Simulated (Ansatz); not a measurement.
An Ansatz (an electronic-structure program) input for Pb(Se,Te) alloy cell Pb2SeTe (rock salt start):

Ansatz 0.2 input:
```yaml
crystal:
  lattice:
    - [0.084305331, 6.473058341, 6.512276303]
    - [6.471453124, 0.085023825, 6.511603097]
    - [6.498351428, 6.499304563, 0.058382144]
  atoms:
    - { symbol: Pb, position: [0.014267736, 0.014284163, -0.018329843] }
    - { symbol: Pb, position: [0.014381701, 0.014354193, 0.481707307] }
    - { symbol: Pb, position: [-0.00086948, 0.49843322, 0.023654365] }
    - { symbol: Pb, position: [-0.00088214, 0.49841293, 0.523466379] }
    - { symbol: Pb, position: [0.498978581, -0.00128283, 0.022589146] }
    - { symbol: Pb, position: [0.498949324, -0.001247424, 0.522509657] }
    - { symbol: Pb, position: [0.514522833, 0.514526532, -0.018479018] }
    - { symbol: Pb, position: [0.51459793, 0.514675626, 0.48127956] }
    - { symbol: Se, position: [0.242490581, 0.242013133, 0.245939177] }
    - { symbol: Se, position: [0.242329864, 0.2420408, 0.745647057] }
    - { symbol: Te, position: [0.243867604, 0.74393271, 0.248683312] }
    - { symbol: Te, position: [0.243889744, 0.743857265, 0.74871976] }
    - { symbol: Te, position: [0.743868409, 0.244014324, 0.248628357] }
    - { symbol: Te, position: [0.743854431, 0.244081066, 0.748566951] }
    - { symbol: Se, position: [0.742055892, 0.742862553, 0.245356931] }
    - { symbol: Se, position: [0.74222479, 0.742560036, 0.745504712] }
basis:
  ecutwfc: 420
  ecutrho_ratio: 4
  xc_grid: 2
kpoints:
  mp_grid: { grid: [4, 4, 4] }
hamiltonian:
  xc: pbe
  dispersion: none
  pseudopotentials: { kind: paw }
scf:
  n_extra_bands: 36
  occupations: { method: fermi_dirac, width: 0.01 }
output:
  eigenstates:
    kpoints:
      - [0.0, 0.0, 0.0]
      - [-0.15, 0.0, -0.15]
      - [0.0, -0.15, -0.15]
    e_range: [-5, 6]
    localisation: true
  eigenvalues: true
magnetization:
  noncollinear: true
  spin_orbit: true
```

Method: PBE with spin-orbit coupling (plane waves to 420 eV, PAW; Ansatz).  Its k-point mesh 4×4×4, Fermi–Dirac width 0.01 eV.

Problem. Write the closing report of this run, without the band table and long remarks, to eight decimals at most.

Solution. 
```
SCF converged after 10 iterations
Magnetization: |M| = 0.0000 μB,  M = (+0.0000, +0.0000, +0.0000) μB
Absolute magnetization: 0.0000 μB (∫|m|)
  site 0: m = (+0.0000, +0.0000, +0.0000) μB, |m| = 0.0000 μB  (R = 1.22 Å)
  site 1: m = (+0.0000, +0.0000, +0.0000) μB, |m| = 0.0000 μB  (R = 1.22 Å)
  site 2: m = (+0.0000, +0.0000, +0.0000) μB, |m| = 0.0000 μB  (R = 1.24 Å)
  site 3: m = (+0.0000, +0.0000, +0.0000) μB, |m| = 0.0000 μB  (R = 1.24 Å)
  site 4: m = (+0.0000, +0.0000, +0.0000) μB, |m| = 0.0000 μB  (R = 1.24 Å)
  site 5: m = (+0.0000, +0.0000, +0.0000) μB, |m| = 0.0000 μB  (R = 1.24 Å)
  site 6: m = (+0.0000, +0.0000, +0.0000) μB, |m| = 0.0000 μB  (R = 1.22 Å)
  site 7: m = (+0.0000, +0.0000, +0.0000) μB, |m| = 0.0000 μB  (R = 1.22 Å)
  site 8: m = (+0.0000, +0.0000, +0.0000) μB, |m| = 0.0000 μB  (R = 1.22 Å)
  site 9: m = (+0.0000, +0.0000, +0.0000) μB, |m| = 0.0000 μB  (R = 1.22 Å)
  site 10: m = (+0.0000, +0.0000, +0.0000) μB, |m| = 0.0000 μB  (R = 1.31 Å)
  site 11: m = (+0.0000, +0.0000, +0.0000) μB, |m| = 0.0000 μB  (R = 1.31 Å)
  site 12: m = (+0.0000, +0.0000, +0.0000) μB, |m| = 0.0000 μB  (R = 1.31 Å)
  site 13: m = (+0.0000, +0.0000, +0.0000) μB, |m| = 0.0000 μB  (R = 1.31 Å)
  site 14: m = (+0.0000, +0.0000, +0.0000) μB, |m| = 0.0000 μB  (R = 1.22 Å)
  site 15: m = (+0.0000, +0.0000, +0.0000) μB, |m| = 0.0000 μB  (R = 1.22 Å)
Free energy (F): -145374.621472 eV
Harris-Foulkes:  -145374.621472 eV  (|F-HF|=7.13e-9)
Internal energy: -145374.621472 eV  (E = F + TS)
E sigma→0 (E₀):  -145374.621472 eV
Fermi energy:    7.847684 eV
--- Per-component energies (eV) ---
  E_band       = -3190.807578
  E_kinetic    = 3495.481518
  E_local      = -24857.426755  (includes V_loc(G=0)·N_el)
  E_nonlocal   = -816.016356
  E_hartree    = 12081.782011
  E_xc         = -2679.974854
  E_vxc        = -1867.518267  (∫ρ·V_xc dr)
  E_paw        = -109858.276728  (= ΣΔE_a)
  E_vpaw       = -3308.885867  (= ΣTr[D̂ρ^β])
  E_aug_tail   = -0.002740  (compensation charges beyond the density's cutoff)
  E_ewald      = -22740.187569
  E_smearing   = 0.000000  (= −TS)
  E_closure    = 0.000000  (closes the sum)
  Σ components = -145374.621472   (vs F -145374.621472, Δ=0.00e0)
```

Cost: about 40 core-minutes (a rough figure).
